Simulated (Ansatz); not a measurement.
The parent structure is Pd in the fcc (Cu type) structure (space group Fm-3m, No. 225; a = 3.841 Å; relaxed with 0.1 eV smearing). Axes: x, y, z lie along the cube axes.

All numbers come from LDA (Ansatz, a quantum-chemistry and plane-wave program), scalar-relativistic without spin-orbit coupling.

It is then changed as follows: uniaxial strain ε_zz = +1.00 %, all other strain components held at zero; the atoms relax in the strained cell.

Question: Predict the stress tensor and what it implies for the stiffness.

Answer: Stress of the strained cell less that of the base (GPa, compression positive):
```
   -1.9     0.0     0.0
    0.0    -1.9     0.0
    0.0     0.0    -2.7
```

Then −Δσ_ii/ε with ε = 0.0100 gives relaxed-ion elastic constants: C33 ≈ 265 GPa, C13 ≈ 194 GPa and C23 ≈ 194 GPa.

Whether these cells are dynamically stable was not tested. The final runs are not spin-polarised.
